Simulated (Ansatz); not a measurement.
**Effect of pressure 4.5 GPa on WC**

Start from WC (space group P-6m2, No. 187; a = 2.912 Å, c = 2.836 Å).

The change: cell and atoms relaxed at a pressure of 4.5 GPa.

Method: Kohn–Sham DFT with the r2SCAN functional, run in Ansatz (a first-principles code) with PAW and 500 eV plane waves, no spin-orbit coupling. Settings: 18×18×16 k-points, 0.05 eV Fermi–Dirac smearing.

The volume per atom falls by 0.114 Å³ (10.42 Å³ → 10.30 Å³) and the density rises by 0.17 g/cm³, from 15.61 g/cm³ to 15.78 g/cm³. The lattice parameter a shrinks by 0.0115 Å (2.912 Å → 2.901 Å) and the c/a ratio hardly moves (0.974 against 0.975). The shortest interatomic distance drops by 0.008 Å, from 2.200 Å to 2.192 Å and the enthalpy H = E + PV relative to the base's energy comes out as +0.29 eV/atom. The band gap remains zero.

Final structure:

```yaml
crystal:
  lattice:
    - [2.90063, 0.00000, 0.00000]
    - [-1.45031, 2.51202, 0.00000]
    - [0.00000, 0.00000, 2.82762]
  atoms:
    - { symbol: W, position: [0.00000, 0.00000, 0.00000] }
    - { symbol: C, position: [0.33333, 0.66667, 0.50000] }
```

Load acts through the strain it causes; cell and atoms are relaxed under it. Whether these cells are dynamically stable was not tested. The final runs are not spin-polarised.
